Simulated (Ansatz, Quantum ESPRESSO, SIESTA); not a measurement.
## LaSiPt (I4_1md, 6 atoms in the cell) computed with different codes at matched settings

Self-consistent single point, at a second geometry (lattice scaled by 0.98). First geometry:

```yaml
crystal:
  lattice:
    - [-2.17115, 2.17115, 7.42984]
    - [2.17115, -2.17115, 7.42984]
    - [2.17115, 2.17115, -7.42984]
  atoms:
    - { symbol: La, position: [0.32996, 0.32996, 0.00000] }
    - { symbol: La, position: [0.07996, 0.57996, 0.50000] }
    - { symbol: Si, position: [0.74963, 0.74963, 0.00000] }
    - { symbol: Si, position: [0.49963, 0.99963, 0.50000] }
    - { symbol: Pt, position: [0.91741, 0.91741, 0.00000] }
    - { symbol: Pt, position: [0.66741, 0.16741, 0.50000] }
```

Shared settings, as Ansatz (a first-principles code) writes them: kpoints.mp_grid.grid = 6 6 6; scf.occupations.method = fermi_dirac; scf.occupations.width = 0.1 eV. Potentials and cutoffs stand in the table.

```json
[
 {"code": "SIESTA", "model": "GGA PBEsol, numerical atomic orbitals DZP, PseudoDojo PBEsol standard norm-conserving potentials (rewritten from UPF to PSML)", "ΔF from the first geometry (meV/atom)": "-33.2", "pressure (GPa)": "-0.63", "largest force (eV/Å)": "0.062", "cutoff": "grid 400 Ry"},
 {"code": "Ansatz", "model": "PBEsol, PAW files made with PBE", "ΔF from the first geometry (meV/atom)": "-43.9", "pressure (GPa)": "-2.06", "largest force (eV/Å)": "0.014", "cutoff": "default"},
 {"code": "Quantum ESPRESSO", "model": "PBEsol, GBRV 1.5 ultrasoft (PBESOL) pseudopotentials", "ΔF from the first geometry (meV/atom)": "-44.2", "pressure (GPa)": "-2.32", "largest force (eV/Å)": "0.016", "cutoff": "40 Ry"}
]
```

Size of the force on each atom (eV/Å): Sizes of forces hide their directions.

```tsv
code	La1	La2	Si3	Si4	Pt5	Pt6
SIESTA	0.013	0.013	0.062	0.062	0.049	0.049
Ansatz	0.006	0.006	0.009	0.009	0.014	0.014
Quantum ESPRESSO	0.006	0.006	0.010	0.010	0.016	0.016
```

On Ansatz's run: spin-orbit coupling is off. Spin polarisation is off.

The spread over the programs that give each value: ΔF from the first geometry within 11.0 meV/atom; pressure within 1.69 GPa; largest force within 0.048 eV/Å.

SIESTA uses small atom-centred bases, whose incompleteness enters pressures, forces and empty levels differently from a plane-wave cutoff. Ansatz's pressure is given at a fixed set of plane waves, as the other plane-wave codes print theirs. In the pressure, SIESTA (by 1.55) lies more than 1 GPa from the median of the plane-wave programs.

The starting cell comes from a database of computed structures (which also holds hypothetical and non-ambient phases and stackings), without a prior relaxation at this level. Its lattice was rescaled by a random factor within 2.5 % of one. For this run, on top of that: lattice scaled by 0.98.

Keys are those of Ansatz 0.2.
